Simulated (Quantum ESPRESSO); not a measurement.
Quantum ESPRESSO run on SrCaI4 (P1, 6 atoms in the cell): self-consistent single point.

Level of theory: LDA (PW92), PseudoDojo standard norm-conserving (LDA) pseudopotentials (plane waves; Quantum ESPRESSO).

```xyz
6
Lattice="7.2807 0.0000 0.0000 0.0000 4.6621 0.0000 -0.0320 0.0000 8.1093" Properties=species:S:1:pos:R:3 pbc="T T T"
Sr     0.0097     0.0144    -0.0137
Ca    -0.0069     2.3315     4.0400
I      1.7228    -0.0063     2.8154
I      5.5198     0.0142     5.2933
I      1.7910     2.3332     6.6860
I      5.4452     2.3062     1.4521
```

Reference input (self-consistent single point, DFT, PBEsol, plane waves, PseudoDojo standard norm-conserving (PBESOL) pseudopotentials): ecutwfc = 70 Ry; occupations = fixed; potentials = {Sr: Sr.upf, Ca: Ca.upf, I: I.upf}; K_POINTS = automatic 2 3 2 0 0 0; nbnd = 28; conv_thr = 1e-10 Ry; mixing_beta = 0.3. This run's input differs from it in these lines:

```diff
@@ -12,3 +12,3 @@
    ntyp = 3
-   ecutwfc = 70
+   ecutwfc = 75
    occupations = 'fixed'
```

Its files differ too (potentials: PseudoDojo standard norm-conserving (LDA)).

Log, with long lists cut:

```
     Self-consistent Calculation

     iteration #  1     ecut=    75.00 Ry     beta= 0.30

     Threshold (ethr) on eigenvalues was too large:
     Diagonalizing with lowered threshold

     total energy              =    -250.73000215 Ry
     estimated scf accuracy    <       0.05641903 Ry

     iteration #  2     ecut=    75.00 Ry     beta= 0.30

     total energy              =    -250.73019932 Ry
     estimated scf accuracy    <       0.01563019 Ry

     iteration #  3     ecut=    75.00 Ry     beta= 0.30
     c_bands:  1 eigenvalues not converged

     total energy              =    -250.73184287 Ry
     estimated scf accuracy    <       0.00209583 Ry

   [... 8 blocks of this kind left out ...]

     iteration # 12     ecut=    75.00 Ry     beta= 0.30

     total energy              =    -250.73207306 Ry
     estimated scf accuracy    <          2.3E-10 Ry

     iteration # 13     ecut=    75.00 Ry     beta= 0.30
     End of self-consistent calculation

     highest occupied, lowest unoccupied level (ev):     1.7816    5.3108

!    total energy              =    -250.73207306 Ry
     estimated scf accuracy    <          8.6E-12 Ry

     convergence has been achieved in  13 iterations

     Forces acting on atoms (cartesian axes, Ry/au):

     atom    1 type  1   force =    -0.00294965   -0.00218357    0.00207530
     atom    2 type  2   force =    -0.00188879    0.00010593    0.00155758
     atom    3 type  3   force =    -0.00750144    0.00033303   -0.00102169
     atom    4 type  3   force =     0.00961716   -0.00076195    0.00022882
     atom    5 type  3   force =    -0.01033925    0.00050144   -0.00262690
     atom    6 type  3   force =     0.01306196    0.00200511   -0.00021312

     Total force =     0.021519     Total SCF correction =     0.000004

          total   stress  (Ry/bohr**3)                   (kbar)     P=      -19.22
  -0.00012250  -0.00000088  -0.00000585          -18.02       -0.13       -0.86
  -0.00000088  -0.00012793   0.00000007           -0.13      -18.82        0.01
  -0.00000585   0.00000007  -0.00014159           -0.86        0.01      -20.83

   JOB DONE.
```

The run converged in 13 iterations. Against the reference run the pressure goes from -0.91 to -1.92 GPa, the largest force goes from 0.242 to 0.340 eV/Å and the gap on the mesh goes from 3.650 to 3.529 eV.

The starting cell comes from a database of computed structures (which also holds hypothetical and non-ambient phases and stackings), without a prior relaxation at this level. Its atoms were displaced at random from the sites of space group no. 10. Spin-orbit coupling is off.

Cost on one core of a shared machine: roughly 2 min.
